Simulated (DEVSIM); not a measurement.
Device: InP/In0.53Ga0.47As p-n heterojunction, at 400 K.

Layer 1 from the left is InP, thickness (μm) 0.140, Na (cm⁻³) 1.2e18, τn (s) 4.8e-10, τp (s) 4.8e-10. Layer 2 from the left is In0.53Ga0.47As, thickness (μm) 0.200, Nd (cm⁻³) 4.5e15, τn (s) 4.8e-10, τp (s) 4.8e-10.

Left contact: ohmic. Right contact: ohmic. Voltage is applied to the left contact. Recombination: SRH at mid-gap. Mobility is μmin + (μ − μmin)/(1 + (N/Nref)^α).

The device is made up for the run: typed textbook-type constants, with dimensions and the other settings drawn at random. Values at 300 K; Nc and Nv go as T^1.5, mobilities as T to minus their exponent, the gap by Varshni's rule with the affinity fixed.

InP: gap (eV) 1.344, affinity (eV) 4.38, permittivity 12.5, Nc (cm⁻³) 5.7e17, Nv (cm⁻³) 1.1e19, μn (cm²/Vs) 5200, μp (cm²/Vs) 170, μn,min 400, μp,min 10, Nref,n 3e17, Nref,p 4.9e17, αn 0.47, αp 0.62, T exponent of μn 2, T exponent of μp 2, Varshni α (eV/K) 0.000363, Varshni β (K) 162. In0.53Ga0.47As: gap (eV) 0.74, affinity (eV) 4.51, permittivity 13.9, Nc (cm⁻³) 2.1e17, Nv (cm⁻³) 7.7e18, μn (cm²/Vs) 12000, μp (cm²/Vs) 300, μn,min 300, μp,min 10, Nref,n 1.3e17, Nref,p 4.9e17, αn 0.48, αp 0.4, T exponent of μn 1.6, T exponent of μp 1.6, Varshni α (eV/K) 0.00035, Varshni β (K) 190.

Simulated with DEVSIM: 1D drift-diffusion, Boltzmann statistics, complete ionisation; no tunnelling, impact ionisation, image-force lowering or self-heating. Band offsets follow the typed affinities; no thermionic-emission limit at abrupt steps, no polarisation charge.

Task: What does the simulation give for the largest field in the device at zero bias, the dark forward voltage at 100 A/cm², the potential step across the device at zero bias?

Result: largest field in the device at zero bias 350000 V/cm; dark forward voltage at 100 A/cm² 0.274 V; potential step across the device at zero bias 0.943 V.
